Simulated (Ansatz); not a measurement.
We consider antifluorite Be2C, described by Hartree–Fock (PAW; Ansatz, a first-principles code).

Run with plane-wave cutoff 460 eV, 10×10×10 k mesh, Fermi–Dirac smearing 0.01 eV, scalar-relativistic PAW data made under PBE.

Computed points:

| V (Å³/atom) | E − E_lowest (meV/atom) |
|---|---|
| 6.502 | 12.01 |
| 6.707 | 1.84 |
| 6.845 | 0.00 |
| 7.016 | 2.76 |
| 7.187 | 10.55 |

### Question
Fit the third-order Birch–Murnaghan equation and give B0 and B′.

### Answer
V0 = 6.843 Å³/atom, B0 = 211 GPa, B′ = 3.4 (fit to the energies at full precision).

Measured, for comparison: equilibrium volume per atom 6.81 Å³/atom (temperature not stated, no zero-point or thermal correction; as tabulated in Freccero, Grin, Wagner, Dalton Trans. (2023), ESI). Computed (rounded) less measured: equilibrium volume per atom +0.4 %.

It cost roughly 9 core-minutes of CPU time.
